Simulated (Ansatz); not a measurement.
A computed series for Ta: response to strain

The reference is Ta in the bcc (W type) structure (space group Im-3m, No. 229).

```
Ta
1.0
   -1.64098     1.64098     1.64098
    1.64098    -1.64098     1.64098
    1.64098     1.64098    -1.64098
Ta
1
Direct
  0.00000   0.00000   0.00000
```

Cartesian axes are those of the cell as printed.

Strains are applied to the cell and any free atomic positions relax; under biaxial strain the out-of-plane vector relaxes too; under stress the whole cell relaxes.

Calculations: Ansatz (a first-principles code) PBEsol, no spin-orbit coupling.

Candidates:
(a) tensor shear ε_yz = −2.94 %
(b) uniaxial stress, 3 GPa tension along x
(c) biaxial strain −4.13 %, plane normal [110], relaxed out of plane
(d) uniaxial stress, 1 GPa tension along z

Notes on the quantities. energy relative to the base: free energy F.

Order them by energy relative to the base, lowest first.

(d) uniaxial stress, 1 GPa tension along z (+0.3 meV/atom), (b) uniaxial stress, 3 GPa tension along x (+3.0 meV/atom), (a) tensor shear ε_yz = −2.94 % (+15 meV/atom), (c) biaxial strain −4.13 %, plane normal [110], relaxed out of plane (+63 meV/atom)

Without a gap, meshes like the base's 20×20×20 leave anisotropic stresses uncertain by several tenths of a GPa, and small strain energies with them. Beyond what the load breaks, stability against distortions was not tested. All final runs are without spin polarisation.
